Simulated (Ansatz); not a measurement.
Several settings converged on the (110) slab of YbZn (cut from a parent of space group no. 221; 8 atoms in the cell)

```xyz
8
Lattice="3.5937 0.0000 0.0000 0.0000 5.0823 0.0000 0.0000 0.0000 21.6234" Properties=species:S:1:pos:R:3 pbc="T T T"
Yb     0.0000     1.2706     7.0000
Zn     1.7969     3.8117     7.0000
Yb     0.0000     3.8117     9.5411
Zn     1.7969     1.2706     9.5411
Yb     0.0000     1.2706    12.0823
Zn     1.7969     3.8117    12.0823
Yb     0.0000     3.8117    14.6234
Zn     1.7969     1.2706    14.6234
```

Base method: PBEsol, default PAW files made with PBE (plane waves; Ansatz, a quantum-chemistry and plane-wave program).

Base settings: basis.ecutwfc = 30.9 Ry; kpoints.mp_grid.grid = 5 3 1; hamiltonian.xc = pbesol; hamiltonian.pseudopotentials = {kind: paw} (the program's default PAW files); scf.occupations.method = fermi_dirac; scf.occupations.width = 0.0073 Ry.

The count of work is k-points × plane waves × bands × iterations; it is no time. Core times come from one kind of shared machine, to one figure; runs under 30 s give none.

**The vacuum**

The mesh stays at the base's, so the ladder's end is converged at best in this setting alone.

Only quantities that move along the ladder and can be compared are tabulated.

| vacuum between outermost atoms (Å) | free energy less the last step's (meV/atom) | largest difference of a force vector from the last step's (eV/Å) | count of work / last |
|---|---|---|---|
| 3.0 | -198.25 | 0.679 | 0.14 |
| 4.0 | -91.20 | 0.627 | 0.25 |
| 5.0 | -27.81 | 0.331 | 0.29 |
| 6.0 | -5.28 | 0.128 | 0.33 |
| 7.0 | -0.38 | 0.040 | 0.32 |
| 8.0 | 0.08 | 0.013 | 0.36 |
| 10.0 | 0.00 | 0.002 | 0.44 |
| 12.0 | 0.00 | 0.000 | 0.42 |
| 14.0 | 0.00 | 0.000 | 0.46 |
| 17.0 | 0.00 | 0.000 | 0.59 |
| 20.0 | 0.00 | 0.000 | 0.67 |
| 25.0 | 0.00 | 0.000 | 0.79 |
| 30.0 | 0.00 | 0.000 | 1.0 |

Smallest vacuum between outermost atoms (Å) that holds the free energy within 2 meV/atom of the last step, with all finer ones: 7.0, at 0.32 of the last step's count of work; the step before is off by 5.3 meV/atom.

Smallest vacuum between outermost atoms (Å) that holds the forces within 0.01 eV/Å of the last step, with all finer ones: 10.0, at 0.44 of the last step's count of work; the step before is off by 0.013 eV/Å.

**The k-point mesh**

Only quantities that move along the ladder and can be compared are tabulated.

```tsv
kpoints.mp_grid.grid	free energy less the last step's (meV/atom)	largest difference of a force vector from the last step's (eV/Å)	count of work / last	core time / last (rough)
2 2 1	-93.98	0.236	0.034	–
3 2 1	79.91	0.121	0.032	–
4 3 1	14.38	0.057	0.045	–
5 3 1	11.04	0.064	0.051	–
5 4 1	-3.74	0.058	0.077	–
6 4 1	-3.31	0.031	0.090	0.10
7 5 1	0.62	0.042	0.10	0.1
8 6 1	2.59	0.021	0.16	0.2
9 7 1	0.48	0.010	0.19	0.2
11 8 1	0.24	0.008	0.26	0.3
13 9 1	0.14	0.004	0.30	0.3
15 11 1	-0.06	0.003	0.39	0.4
17 12 1	0.01	0.001	0.54	0.6
20 14 1	0.00	0.000	0.75	0.7
24 17 1	0.00	0.000	1.0	1
```

Coarsest kpoints.mp_grid.grid that holds the free energy within 2 meV/atom of the last step, with all finer ones: 9 7 1, at 0.19 of the last step's count of work and about 0.2 of the last step's time; the step before is off by 2.6 meV/atom.

Coarsest kpoints.mp_grid.grid that holds the forces within 0.005 eV/Å of the last step, with all finer ones: 13 9 1, at 0.30 of the last step's count of work and about 0.3 of the last step's time; the step before is off by 0.008 eV/Å.

Two neighbours can agree and both be off: 5 4 1 and 6 4 1 differ by 0.44 meV/atom in the free energy, yet lie about 3.3 meV/atom from the last step.

**The plane-wave cutoff**

The mesh stays at the base's, so the ladder's end is converged at best in this setting alone.

Only quantities that move along the ladder and can be compared are tabulated.

| basis.ecutwfc | free energy less the last step's (meV/atom) | largest difference of a force vector from the last step's (eV/Å) | count of work / last |
|---|---|---|---|
| 15.4 Ry | 5504.68 | 0.377 | 0.090 |
| 18.4 Ry | 1171.49 | 0.165 | 0.14 |
| 21.7 Ry | 125.54 | 0.051 | 0.22 |
| 26.1 Ry | 4.90 | 0.001 | 0.22 |
| 30.9 Ry | 1.40 | 0.000 | 0.33 |
| 37.1 Ry | 0.26 | 0.000 | 0.60 |
| 46.3 Ry | 0.11 | 0.000 | 0.62 |
| 61.7 Ry | 0.00 | 0.000 | 1.0 |

Coarsest basis.ecutwfc that holds the forces within 0.005 eV/Å of the last step, with all finer ones: 26.1 Ry, at 0.22 of the last step's count of work; the step before is off by 0.051 eV/Å.

Coarsest basis.ecutwfc that holds the free energy within 2 meV/atom of the last step, with all finer ones: 30.9 Ry, at 0.33 of the last step's count of work; the step before is off by 4.9 meV/atom.

On the base run: the starting cell comes from a database of computed structures (which also holds hypothetical and non-ambient phases and stackings), without a prior relaxation at this level. The slab is cut from that crystal, and its faces are unrelaxed. Its lattice was rescaled by up to half a per cent. Spin polarisation is off. Without a gap this mesh is coarse (it stands for a supercell whose shortest in-plane vector is 15 Å).

Keys are those of Ansatz 0.2.
